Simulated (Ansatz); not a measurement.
```
CELL_PARAMETERS angstrom
     16.00000     0.00000     0.00000
      0.00000    16.00000     0.00000
      0.00000     0.00000     5.29581
ATOMIC_POSITIONS crystal
  Al 0.65714 0.50000 0.67008
  N  0.63535 0.59834 0.82992
  N  0.66731 0.50000 0.32992
  Al 0.54856 0.64945 0.67008
  N  0.44830 0.65912 0.82992
  Al 0.62713 0.59237 0.17008
  N  0.55170 0.65912 0.32992
  Al 0.37287 0.59237 0.67008
  N  0.33269 0.50000 0.82992
  Al 0.45144 0.64945 0.17008
  N  0.36465 0.59834 0.32992
  Al 0.37287 0.40763 0.67008
  N  0.44830 0.34088 0.82992
  Al 0.34286 0.50000 0.17008
  N  0.36465 0.40166 0.32992
  Al 0.54856 0.35055 0.67008
  N  0.63535 0.40166 0.82992
  Al 0.45144 0.35055 0.17008
  N  0.55170 0.34088 0.32992
  Al 0.62713 0.40763 0.17008
```

Method: PBE (plane waves to 420 eV, PAW; Ansatz, an electronic-structure program). Mesh 1×1×6. No spin polarisation. One-dimensional cell, images about 11 Å apart. A hypothetical model, rolled from the flat sheet. It keeps the symmetry and period of its start, so it need not be a minimum against all distortions.

Tabulate the two highest filled and two lowest empty levels along the axis, from the valence top.


```json
[
 {"k (2π/c)": "0.000", "v2 (eV)": "0.00", "v1 (eV)": "0.00", "c1 (eV)": "2.38", "c2 (eV)": "3.56"},
 {"k (2π/c)": "0.042", "v2 (eV)": "0.00", "v1 (eV)": "0.00", "c1 (eV)": "2.40", "c2 (eV)": "3.56"},
 {"k (2π/c)": "0.083", "v2 (eV)": "-0.01", "v1 (eV)": "-0.01", "c1 (eV)": "2.46", "c2 (eV)": "3.56"},
 {"k (2π/c)": "0.125", "v2 (eV)": "-0.02", "v1 (eV)": "-0.02", "c1 (eV)": "2.55", "c2 (eV)": "3.57"},
 {"k (2π/c)": "0.167", "v2 (eV)": "-0.04", "v1 (eV)": "-0.04", "c1 (eV)": "2.67", "c2 (eV)": "3.58"},
 {"k (2π/c)": "0.208", "v2 (eV)": "-0.06", "v1 (eV)": "-0.06", "c1 (eV)": "2.81", "c2 (eV)": "3.61"},
 {"k (2π/c)": "0.250", "v2 (eV)": "-0.09", "v1 (eV)": "-0.09", "c1 (eV)": "2.96", "c2 (eV)": "3.65"},
 {"k (2π/c)": "0.292", "v2 (eV)": "-0.11", "v1 (eV)": "-0.11", "c1 (eV)": "3.13", "c2 (eV)": "3.70"},
 {"k (2π/c)": "0.333", "v2 (eV)": "-0.15", "v1 (eV)": "-0.14", "c1 (eV)": "3.29", "c2 (eV)": "3.77"},
 {"k (2π/c)": "0.375", "v2 (eV)": "-0.18", "v1 (eV)": "-0.18", "c1 (eV)": "3.47", "c2 (eV)": "3.84"},
 {"k (2π/c)": "0.417", "v2 (eV)": "-0.21", "v1 (eV)": "-0.21", "c1 (eV)": "3.64", "c2 (eV)": "3.91"},
 {"k (2π/c)": "0.458", "v2 (eV)": "-0.25", "v1 (eV)": "-0.25", "c1 (eV)": "3.80", "c2 (eV)": "3.97"},
 {"k (2π/c)": "0.500", "v2 (eV)": "-0.28", "v1 (eV)": "-0.28", "c1 (eV)": "3.93", "c2 (eV)": "3.93"}
]
```
